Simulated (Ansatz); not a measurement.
Response to strain in SrTiO3

Take SrTiO3 in the cubic perovskite structure (space group Pm-3m, No. 221; a = 3.9365 Å) as the base.

Strains are applied to the cell and any free atomic positions relax.

Method: PBE (Ansatz, a quantum-chemistry and plane-wave program; PAW; 420 eV plane waves; without spin-orbit coupling), earlier PAW set.

Notes on the quantities. energy relative to the base: free energy F.

| case | width of the top valence band | energy relative to the base | pressure |
|---|---|---|---|
| base | 1.00 eV | 0 meV/atom | 0.01 GPa |
| isotropic strain −0.72 % | 1.02 eV | +3.1 meV/atom | 3.89 GPa |
| isotropic strain +0.87 % | 1.00 eV | +4.3 meV/atom | -4.18 GPa |
| isotropic strain +3.08 % | 0.98 eV | +50 meV/atom | -12.69 GPa |

The levels and masses belong to the bands next to the band gap. Stability against distortions was not tested. All final runs are without spin polarisation. Many cubic perovskites are stable only at high temperature; tilts and polar distortions were not tested.
